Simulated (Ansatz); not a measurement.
Cu on the 1x1 (10-10) surface of wurtzite ZnO (cut with top plane O + Zn), one in a 1x1 cell, energies for each (17.4 Å²). Energies are against an atom of fcc Cu, without zero-point or thermal terms; each row is named by its start (#2, #3: further inequivalent places of a kind).

Host crystal: wurtzite ZnO, with a band gap (PBE, scalar-relativistic without spin-orbit coupling).

The numbers are results of PBE (plane waves to 420 eV, PAW; Ansatz, a first-principles code), not measurements.

Set-up: 17 atoms, 9.4 Å thick at the start under the adsorbate (thin: gaps and levels are the slab's own); mesh 6x4x1; 0.01 eV smearing; dipole correction on; 8 atoms held, the rest relaxed; each run with such symmetry as its start has; spin-polarised, no spin-orbit, no U, no dispersion correction.

A negative adsorption energy means that the adsorbate is more stable on the surface than in its reference. Starts that drift may end in the same place. Heights count from the host atoms within 0.3 Å of the top one. Moments of ungapped slabs depend on the mesh.

| starting site | E_ads (eV) | height (Å) | nearest host atom (Å) | bonded to | change of the vacuum step (eV) | lateral drift (Å) | moment (μB) |
|---|---|---|---|---|---|---|---|
| top O | 1.89 | 1.95 | O 1.94 | O + Zn | -0.52 | 0.5 | 0.1 |
| top Zn | 1.89 | 1.94 | O 1.94 | O + Zn | -0.52 | 1.3 | 0.1 |
| top Zn #2 | 1.96 | 1.17 | Zn 2.45 | 3 Zn | -0.36 | 0.9 | 0.0 |
| over O at depth 0.9 Å | 1.96 | 1.16 | Zn 2.45 | 3 Zn | -0.34 | 1.1 | 0.0 |
| hollow O-O-Zn-Zn-Zn | 1.86 | 1.30 | O 2.19 | 2 O + 3 Zn | -0.34 | 0.4 | 0.0 |
| hollow beside O | 1.89 | 1.95 | O 1.94 | O + Zn | -0.52 | 0.8 | 0.1 |
| bridge Zn-Zn (span 3.3 Å) | 1.86 | 1.29 | O 2.19 | 2 O + 3 Zn | -0.34 | 1.1 | 0.0 |
| bridge Zn-Zn (span 3.3 Å) #2 | 1.59 | 1.43 | O 1.93 | O + 2 Zn | -0.56 | 1.2 | 0.0 |
